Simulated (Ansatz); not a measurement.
Start from Rb2LiTlBr6 (space group Fm-3m, No. 225; a = 10.8139 Å; a cell from a computed database, its experimental status unchecked). Axes: x, y, z lie along the cube axes.

Calculations: PBEsol in Ansatz (plane waves to 420 eV, PAW, no SOC), earlier PAW set.

Strains are applied to the cell and any free atomic positions relax; under biaxial strain the out-of-plane vector relaxes too.

One change was made to it. Results:

```json
[
 {"quantity": "energy relative to the base (free energy F)", "base": "0 meV/atom", "after": "+4.6 meV/atom"},
 {"quantity": "pressure (mean of the normal stresses, compression positive)", "base": "-0.01 GPa", "after": "0.70 GPa"},
 {"quantity": "valence-band top at Γ (three highest levels, from the VBM)", "base": "0.00, 0.00, 0.00 eV", "after": "0.00, -0.14, -0.14 eV"}
]
```

Q: Which of these changes matches the shifts?
(A) biaxial strain −2.34 %, plane normal [001], relaxed out of plane
(B) biaxial strain −1.16 %, plane normal [110], relaxed out of plane
(C) strain tensor (xx, yy, zz, yz, xz, xy) = (+0.11, −0.34, −1.35, −1.33, +0.37, +2.21) %
(D) biaxial strain −3.19 %, plane normal [001], relaxed out of plane

A: A, biaxial strain −2.34 %, plane normal [001], relaxed out of plane. For comparison, the valence-band top at Γ in the other runs: biaxial strain −3.19 %, plane normal [001], relaxed out of plane gives 0.00, -0.20, -0.20 eV; biaxial strain −1.16 %, plane normal [110], relaxed out of plane gives 0.00, -0.01, -0.03 eV; strain tensor (xx, yy, zz, yz, xz, xy) = (+0.11, −0.34, −1.35, −1.33, +0.37, +2.21) % gives 0.00, -0.02, -0.04 eV.

With Tl present, leaving out spin-orbit coupling can change the band edges. The levels and masses belong to the bands next to the band gap. No phonon test of stability was made.

Ansatz is a first-principles code.
